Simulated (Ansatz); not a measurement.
A periodic model of amorphous Ge₁₂Sb₁₂Te₂₈C₄:

```xyz
56
Lattice="11.8532 0.0000 0.0000 0.0000 11.8532 0.0000 0.0000 0.0000 11.8532" Properties=species:S:1:pos:R:3 pbc="T T T"
Ge     7.8139     9.2105     7.1108
Ge    10.9651     9.2995     6.3719
Ge     7.3226     1.0252     4.2836
Ge     9.6751     8.5057     9.7093
Ge    10.8005     5.6933     6.9060
Ge    10.7737    10.1419     2.0180
Ge     4.8806     5.8760     8.5153
Ge     0.9437     0.3772     7.0428
Ge     7.2676     3.6257     0.9184
Ge    10.0240    11.4105     8.0233
Ge    10.6319     2.2569    11.7558
Ge     1.0990     8.1442     9.7958
Sb     8.6466     6.0075     1.4059
Sb     1.0187     5.4687     0.8607
Sb     5.4316     3.1142     6.1162
Sb     3.1369     7.4389     4.0512
Sb     4.0828     9.6050    11.7427
Sb    10.4000     0.9267     4.8433
Sb     7.5221     9.3117     1.3953
Sb     3.5843     1.0541     1.0020
Sb     7.0567     1.3137    10.0760
Sb     7.7406     6.8658     4.3443
Sb     7.9401     0.9643     1.5849
Sb     3.9139     8.8214     8.0083
Te     8.3150    10.2627     4.2664
Te     3.3576    11.2996     6.4337
Te     7.3474     7.3538    10.7193
Te     3.1347     6.5067    10.6626
Te     1.3775     9.1635     1.0693
Te     4.5287     1.3315     4.0422
Te     0.3565     2.8130     6.0985
Te     1.1501     7.6577     7.0020
Te     0.1072     0.7307     2.4473
Te     2.1143    10.1343     3.6789
Te     4.8755     3.0424     9.2287
Te     6.2330     9.7819     9.3860
Te     7.7939     0.9365     7.3133
Te     6.7407     4.2605     3.8187
Te     1.0021     3.4924    10.6751
Te     5.1194     7.5103     1.8846
Te     3.3743     0.2009    10.1016
Te     4.5545     3.7808     0.2860
Te    10.7461     7.3664     4.4162
Te     3.2768     4.9242     6.4925
Te    11.0140     6.1901     9.9396
Te     8.0042     6.3890     7.2625
Te     2.8214     4.2437     2.6914
Te     9.4931    10.6844    11.3618
Te    10.5595     3.9870     2.1769
Te     5.2645     8.6638     5.4994
Te     8.5635     3.6878    10.2748
Te     0.3172     0.0571     9.6111
C      6.3835    11.2474     1.2511
C     11.1679    11.3078     6.3069
C      9.6535     9.4250     7.9275
C      5.0944    11.3218     0.9591
```

All values below come from PBE-D3(BJ), scalar-relativistic without spin-orbit coupling, PAW (Ansatz default set, large-core Te) (plane waves to 420 eV; Ansatz, an electronic-structure program).

It comes from a melt-quench run on a machine-learned potential (CHGNet), relaxed afterwards by DFT. The hot cell started wider than the set density and was brought back towards it in steps. It is the lowest in DFT energy of 4 quenches. It is a model cell: composition and starting density were chosen by hand, and all elements were melted together. The geometry includes D3(BJ) dispersion. Its density started from a set value of 5.65 and ended at 5.94 g/cm³. The simulated quench (nominally 50 K/ps over its main leg) is rapid and tends to freeze in more defects than a deposited or slowly cooled glass has. A cell of this size samples the disorder only roughly. The volume was free in the relaxation, at fixed shape. On a 2×2×2 Γ-centred mesh force components of up to 0.24 eV/Å stay, since the relaxation ran on one k-point at (1/4, 1/4, 1/4).

Neighbours within Ge-Ge 2.85 Å, Ge-Sb 2.96 Å, Ge-Te 3.18 Å, Ge-C 2.34 Å, Sb-Sb 3.34 Å, Sb-Te 3.30 Å, Sb-C 2.58 Å, Te-Te 3.31 Å, Te-C 2.57 Å, C-C 1.82 Å count as bonded.

### Question
Give the coordination numbers, mean bond lengths and angles.

### Answer

The mean coordination of Ge comes out as 4.00 (4 with 3, 4 with 4, 4 with 5) and the mean coordination of Sb is 3.92 (4 with 3, 5 with 4, 3 with 5). The mean coordination of Te is 3.11 (5 with 2, 15 with 3, 8 with 4). The mean coordination of C comes out as 3.50 (2 with 3, 2 with 4) and the mean Sb-Te bond is 2.987 Å (spread 0.130 Å, 37 counted). The mean Ge-Te bond is 2.832 Å (spread 0.121 Å, 36 counted) and the mean Te-Te bond comes out as 3.070 Å (spread 0.129 Å, 7 counted). The mean Ge-C bond is 2.027 Å (spread 0.019 Å, 7 counted) and the bond angle at Ge is mean 102.4°, spread 24.3°. The bond angle at Sb is mean 103.0°, spread 25.8°, the bond angle at Te is mean 102.0°, spread 25.9° and the bond angle at C is mean 112.3°, spread 14.0°.

### Question
List the pairs of like atoms that count as bonded by the rules above.

### Answer
Ge2-Ge10 (2.84 Å), Sb13-Sb22 (3.19 Å), Te26-Te34 (3.24 Å), Te26-Te30 (3.26 Å), Te27-Te36 (2.99 Å), Te29-Te34 (2.88 Å), Te35-Te42 (3.02 Å), Te41-Te52 (3.10 Å), Te42-Te47 (3.00 Å), C53-C56 (1.32 Å).
